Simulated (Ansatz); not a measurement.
Results of PBE (Ansatz, a program for electronic structure, plane waves, PAW) for NbSi (model structure, started from the NbAs type, I4₁md, No. 109, 4 atoms in the cell).

The input as run:

Ansatz 0.2 input:
```yaml
crystal:
  lattice:
    - [-1.6947880099, 1.6947880099, 5.8794189736]
    - [1.6947880099, -1.6947880099, 5.8794189736]
    - [1.6947880099, 1.6947880099, -5.8794189736]
  atoms:
    - { symbol: Nb, position: [0.5008678978, 0.5008678978, 0.0] }
    - { symbol: Nb, position: [0.2508678978, 0.7508678978, 0.5] }
    - { symbol: Si, position: [0.9151321022, 0.9151321022, 0.0] }
    - { symbol: Si, position: [0.6651321022, 0.1651321022, 0.5] }
basis:
  ecutwfc: 520
  ecutrho_ratio: 4
  xc_grid: 2
kpoints:
  mp_grid: { grid: [22, 22, 22] }
hamiltonian:
  xc: pbe
  dispersion: none
  pseudopotentials: { kind: paw }
scf:
  occupations: { method: fermi_dirac, width: 0.05 }
output:
  forces: true
  stress: true
  eigenvalues: true
relax:
  f_tol: 0.004
  escape_saddle: false
  max_steps: 80
  cell: { stress_tol: 0.02, fix: [volume] }
```

Excerpt of the program's output:

```
Relaxation: its limit of steps is 80 (relax.max_steps)
Crystal: 4 atoms, lattice volume = 67.550 Å³
Basis set: ecut = 520 eV, 1825 PW (Γ), FFT grids on a1+a3, a2+a3, a3, exchange–correlation on 54×54×96 points (8 copies of the dense FFT grid, shifted against one another)
Bands: 21, of which v1, the nominal top of the filled ones, is band 17 counted from 1 (16 counted from 0)
Symmetry: 8 space group operations
Space group: I41md (ITA 109), of the structure as read, at distance tolerance 4.1e-5 Å
k-points: 834 of 10648 (time reversal used)
Functional: x = pbe(κ = 0.804, μ = 0.2195149727645171), c = pbe(β = 0.06672455060314922)
SCF iter   1: F=—  HF=-10377.126745 eV  |F-HF|=—  |Δ(HF+E_count)|=         —  Δρ=7.33e-3  dr2=3.64e-2
SCF iter   2: F=—  HF=-10377.123112 eV  |F-HF|=—  |Δ(HF+E_count)|=   3.63e-3  Δρ=4.46e-3  dr2=1.49e-2
  ...
SCF 1 converged in 6 iterations: F = -10377.120361 eV  dr2 = 1.89e-8
Crystal: 4 atoms, lattice volume = 67.550 Å³
Initial density: handed on by an earlier stage of this run
SCF 2 converged in 6 iterations: F = -10377.120510 eV  dr2 = 2.67e-11
Crystal: 4 atoms, lattice volume = 67.550 Å³
SCF 3 converged in 6 iterations: F = -10377.120558 eV  dr2 = 1.48e-12
Crystal: 4 atoms, lattice volume = 67.550 Å³
SCF iter   6: F=-10377.120558 eV  HF=-10377.120558 eV  |F-HF|=0.00e0  |Δ(HF+E_count)|=  1.82e-12  Δρ=2.79e-9  dr2=2.98e-15
SCF iter   7: F=-10377.120558 eV  HF=-10377.120558 eV  |F-HF|=3.64e-12  |Δ(HF+E_count)|=    0.00e0  Δρ=4.86e-10  dr2=1.20e-16
SCF 4 converged in 7 iterations: F = -10377.120558 eV  dr2 = 1.20e-16
SCF converged after 7 iterations
Free energy (F): -10377.120558 eV
Internal energy: -10377.089845 eV  (E = F + TS)
E sigma→0 (E₀):  -10377.105202 eV
Fermi energy:    13.230717 eV
--- Forces (eV/Å), atoms counted from 1 ---
  atom   1  Nb    -0.00000000     0.00000000    -0.00267645
  atom   2  Nb     0.00000000    -0.00000000    -0.00267645
  atom   3  Si     0.00000000     0.00000000     0.00267645
  atom   4  Si    -0.00000000    -0.00000000     0.00267645
--- Stress (GPa, compression-positive) ---
        3.201527       0.000000       0.000000
        0.000000       3.201527       0.000000
        0.000000       0.000000       3.218759
  P = ⅓ Tr σ = 3.2073 GPa (32.073 kbar)
```

The cell is one volume of an energy–volume scan, off the minimum.

Note: the run has no spin polarisation, so it can have missed a magnetic state. Note: the relaxation could raise the start's symmetry but not lower it, so the cell can be a saddle point.

Computing time: very roughly 8 core-minutes.

A model structure was made by putting elements into a prototype or built by hand; it is no filed structure, need not be a known phase, and can be a saddle point held by its symmetry.
